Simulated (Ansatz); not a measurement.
Faces of wurtzite ZnO in 1x1 cells, as slabs relaxed from ideal cuts; for each face the lowest of the symmetric, stoichiometric cuts and spin starts that were computed. The slabs keep the symmetry of their cuts; real faces may buckle, or reconstruct in larger cells. No spin-orbit coupling, no Hubbard U.

These are PBE (plane waves to 420 eV, PAW; Ansatz, a first-principles code) values and carry that method's errors.

```
face     cell area (Å²)  outermost plane spacing of the ideal cut (Å)  γ unrelaxed (J/m²)  γ relaxed (J/m²)  ionisation potential, top face (eV)
-------  --------------  --------------------------------------------  ------------------  ----------------  -----------------------------------
(10-10)           17.36                                          0.95                1.19               [?]                                 6.02
(11-20)           30.07                                          1.64                1.20              0.88                                  [?]
(21-30)           45.93                                          0.36                1.23               [?]                                 6.10
```

Complete the blanks.


- (10-10), γ relaxed (J/m²): 0.84
- (11-20), ionisation potential, top face (eV): 6.07
- (21-30), γ relaxed (J/m²): 0.89
